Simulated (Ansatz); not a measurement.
# What strain tensor (xx, yy, zz, yz, xz, xy) = (+0.64, +1.56, −0.84, +1.48, −0.57, −0.10) % does to CsPbCl3

Start from CsPbCl$_{3}$ in the cubic perovskite structure (space group Pm-3m, No. 221; a = 5.619 Å). Axes: x, y, z lie along the cube axes.

It is then changed as follows: the symmetric strain tensor [0.0064 -0.0009 -0.0056; -0.0009 0.0156 0.0147; -0.0056 0.0147 -0.0084]; the atoms relax in the strained cell.

Level of theory: PBEsol (Ansatz, an electronic-structure program, PAW, without spin-orbit coupling), earlier PAW set. k-mesh 6×6×6 (Γ-centred); smearing 0.05 eV (Fermi–Dirac).

| quantity | base | changed | shift |
|---|---|---|---|
| volume per atom | 35.48 Å³ | 35.95 Å³ | +0.47 Å³ |
| space group | Pm-3m (No. 221) | P-1 (No. 2) | – |
| shortest interatomic distance | 2.809 Å | 2.786 Å | -0.023 Å |
| energy relative to the base (free energy F) | 0 meV/atom | +2.6 meV/atom | +2.6 meV/atom |
| pressure (mean of the normal stresses, compression positive) | 0.00 GPa | -0.30 GPa | -0.30 GPa |
| band gap | 1.84 eV | 1.80 eV | -0.04 eV |
| gap character | – | direct at R | – |
| electron mass | – | 0.83 mₑ along x, 0.12 mₑ along y, 0.54 mₑ along z (at R) | – |
| valley order (the lowest conduction-band minima on the path, energy above the VBM, named in the base's zone) | R along ⟨111⟩ 1.84 eV; Γ 3.25 eV | R along [111] 1.80 eV; M along [011] 2.38 eV; M along [101] 2.42 eV; M along [110] 2.43 eV; Γ 3.32 eV | – |
| stress (xx, yy, zz, yz, xz, xy; compression positive) | – | (-0.41, -0.82, 0.34, -0.14, 0.05, 0.01) GPa | – |

Final structure:

```xyz
5
Lattice="5.6547 -0.0053 -0.0317 -0.0053 5.7064 0.0829 -0.0317 0.0829 5.5716" Properties=species:S:1:pos:R:3 pbc="T T T"
Cs     0.0000     0.0000     0.0000
Pb     2.8088     2.8920     2.8113
Cl    -0.0185     2.8946     2.8272
Cl     2.8247     2.8505     0.0256
Cl     2.8115     0.0388     2.7699
```

Spin-orbit coupling, missing from the scalar runs, can matter with Pb. Masses are band curvatures over ±0.01 Å⁻¹ around the edge. Whether these cells are dynamically stable was not tested. Many cubic perovskites are stable only at high temperature; tilts and polar distortions were not tested. This is not the structure that CsPbCl3 has at room temperature and ambient pressure. k-point labels follow each cell's own Brillouin zone.
